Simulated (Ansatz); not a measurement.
Fluorite HfO2 (high-temperature phase), treated with revPBE (plane waves, PAW; Ansatz, a program for electronic structure).

Run with plane-wave cutoff 520 eV, 12×12×12 k mesh, Fermi–Dirac smearing 0.01 eV, scalar-relativistic PAW data made under PBE.

The volume scan:

| V (Å³/atom) | E − E_lowest (meV/atom) |
|---|---|
| 10.532 | 33.11 |
| 10.756 | 14.20 |
| 10.980 | 3.43 |
| 11.204 | 0.00 |
| 11.428 | 3.17 |
| 11.653 | 12.29 |
| 11.877 | 26.76 |

Estimate the bulk modulus and its pressure derivative from these points.

V0 = 11.205 Å³/atom, B0 = 236 GPa, B′ = 4.2 (fit to the energies at full precision).

Measured, for comparison: bulk modulus 242 ± 16 GPa (room temperature, no zero-point or thermal correction, nanocrystalline cubic HfO2, second-order Birch-Murnaghan; as tabulated in High-pressure structural stability, equation of state, and thermal expansion …). Computed (rounded) less measured: bulk modulus -2 % (inside the measured uncertainty).

Note: symmetry holds this phase in the static calculation, where it need not be a minimum; held by symmetry at 0 K, a high-temperature phase can be a saddle point.

Spin–orbit coupling is not included.

Static lattice: no zero-point or thermal effects.
